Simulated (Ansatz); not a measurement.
Consider this model of amorphous Zr₂₀O₄₃B₂.

```xyz
65
Lattice="9.5172 0.0948 0.1865 0.0948 9.2490 0.4435 0.1865 0.4435 9.4974" Properties=species:S:1:pos:R:3 pbc="T T T"
Zr     2.9386     5.3273     4.4923
Zr     6.3914     2.9932     1.5970
Zr     3.6835     2.1486     9.4589
Zr     0.4414     9.1639     8.2508
Zr     4.8178     3.7152     6.7641
Zr     0.3290     9.1713     4.6376
Zr     7.8704     8.7161     2.0712
Zr     2.4105     5.7832     8.4009
Zr     7.9185     3.4162     4.4912
Zr     5.5730     7.0587     7.3001
Zr     1.1760     6.6938     1.8023
Zr     3.2338     2.1330     3.3648
Zr     0.6944     3.0808     7.3590
Zr     3.3304     0.4652     6.0789
Zr     8.2248     6.4154     9.3744
Zr     9.3722     6.0430     6.1952
Zr     6.5732     0.4775     4.8559
Zr     6.7149     1.4166     8.2924
Zr     6.1375     6.2700     3.9687
Zr     4.4687     7.4006     1.2285
O      3.6505     7.9640     7.4120
O      8.5673     1.3526     5.1835
O      2.0885     5.7665     6.2932
O      5.8626     7.8086     5.3533
O      4.8665     0.4978     9.4756
O      2.0363     3.8523     3.1502
O      4.1581     6.2124     3.1162
O      9.6080     3.9335     5.8235
O      9.2834     3.2768     2.9989
O      5.5566     3.0626     8.8344
O      0.8354     4.7014     1.2787
O      6.8622     1.9079     3.3516
O      2.4583     3.6501     8.4257
O      1.2115     6.4412     3.8540
O      1.4913     1.2451     6.6680
O      7.4228     4.2638     0.4782
O      1.6346     0.8204     9.2205
O      2.9919     6.0698     0.6343
O      0.3385     8.0542     6.3275
O      6.4574     4.3768     3.1612
O      4.9848     5.4697     5.5305
O      2.2129     1.4078     1.6488
O      6.0944     7.7889     2.4897
O      4.3911     2.5901     1.7394
O      4.0395     1.8328     7.3124
O      2.6065     8.2660     1.8498
O      6.5581     2.8786     6.1905
O      3.4930     3.3948     5.1110
O      6.3153     9.2989     7.3100
O      7.6608     6.5280     7.3481
O      0.9243     7.3349     9.0364
O      4.4314     5.4053     7.9325
O      0.2280     5.1058     7.9585
O      2.1516     0.6133     4.2305
O      8.5993     6.8104     1.7829
O      0.4482     9.0131     2.3429
O      7.9164     5.5453     4.8474
O      8.0352     8.5253     4.1538
O      4.6027     1.0351     4.5481
O      7.1186     1.2165     0.8207
O      8.7277     1.9754     8.0376
O      8.1633     8.8917     9.3554
O      6.0504     7.0982     9.3781
B      0.8400     3.8896     2.3722
B      1.6060     0.1673     1.1799
```

Computed with PBE, scalar-relativistic without spin-orbit coupling (plane waves to 420 eV, PAW; Ansatz, a first-principles code).

The cell was made by melting and quenching with the CHGNet potential and then relaxed with DFT. O atoms were pushed apart under 1.9 Å during the dynamics, to hinder bonds among them. The hot cell started wider than the set density and was brought back towards it in steps. It is the lowest in DFT energy of 2 quenches. It is a model cell: composition and starting density were chosen by hand, and all elements were melted together. No dispersion term was used. Its density started from a set value of 5.05 and ended at 5.05 g/cm³. The simulated quench (nominally 300 K/ps over its main leg) is rapid and tends to freeze in more defects than a deposited or slowly cooled glass has. Values belong to this one cell and scatter from quench to quench. The volume was held where the preparation left it and the shape relaxed, at a PBE pressure of -0.1 GPa (tension). Stress components on the final sampling reach 0.9 GPa. On a 2×2×2 Γ-centred mesh force components of up to 0.13 eV/Å stay, since the relaxation ran on the zone centre alone. Cycles of charging lowered its energy after that relaxation.

Bonds are counted up to Zr-Zr 3.41 Å, Zr-O 2.64 Å, Zr-B 2.63 Å, O-O 1.58 Å, O-B 1.80 Å, B-B 1.97 Å. Two cations that share two anions don't count as bonded, nor two that share one unless they lie closer than Zr-Zr 3.32 Å, Zr-B 2.56 Å, B-B 1.80 Å.

Problem. Give the coordination numbers, mean bond lengths and angles.

Solution. 
- Mean coordination of Zr by anions: 6.20 (3 with 5, 10 with 6, 7 with 7)
- Mean coordination of O: 3.05 (4 with 2, 33 with 3, 6 with 4)
- Mean coordination of B by anions: 3.50 (1 with 3, 1 with 4)
- Mean Zr-O bond: 2.153 Å (spread 0.126 Å, 124 counted)
- Mean O-B bond: 1.438 Å (spread 0.053 Å, 7 counted)
- Bond angle at Zr: mean 102.7°, spread 28.6°
- Bond angle at O: mean 115.7°, spread 17.4°
- Bond angle at B: mean 113.0°, spread 6.5°

Problem. List the pairs of like atoms that count as bonded by the rules above.

Solution. There are none by these rules.
